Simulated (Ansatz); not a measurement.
# Fermi-surface data of ZrCu (Cm)

Input:

```yaml
crystal:
  lattice:
    - [3.20311, -4.07420, -0.10553]
    - [3.20311, 4.07420, -0.10553]
    - [-1.30832, 0.00000, 5.21352]
  atoms:
    - { symbol: Zr, position: [0.90341, 0.90341, 0.00036] }
    - { symbol: Zr, position: [0.40573, 0.40573, 0.97907] }
    - { symbol: Zr, position: [0.27386, 0.82700, 0.59383] }
    - { symbol: Zr, position: [0.82700, 0.27386, 0.59383] }
    - { symbol: Cu, position: [0.72061, 0.72061, 0.44451] }
    - { symbol: Cu, position: [0.30354, 0.30354, 0.43523] }
    - { symbol: Cu, position: [0.94491, 0.44443, 0.15434] }
    - { symbol: Cu, position: [0.44443, 0.94491, 0.15434] }
```

Calculation: PBEsol, rigid bands (plane waves, PAW, scalar-relativistic; Ansatz, a program for electronic structure). Cell: cell and atoms relaxed with PBEsol.

```json
{
 "density of states at the Fermi level": "8.89 states/(eV·cell), both spins",
 "bare Sommerfeld coefficient": "2.6 mJ/(mol of atoms·K²)",
 "drude_plasma_energy": "2.8 (x), 2.8 (y), 2.4 (z) eV",
 "root-mean-square Fermi velocity": "2.0e5 m/s",
 "resistivity times τ": "63 (x), 64 (y), 85 (z) ×10⁻²² Ω·m·s"
}
```

A metal at this level (no band gap); rigid bands, thermally averaged at 300 K, both spins. Spin-orbit coupling is left out. τ is one relaxation time for all states.

Computed structure with no diffraction record at hand here (it may be known, metastable or hypothetical): ZrCu (Cm).
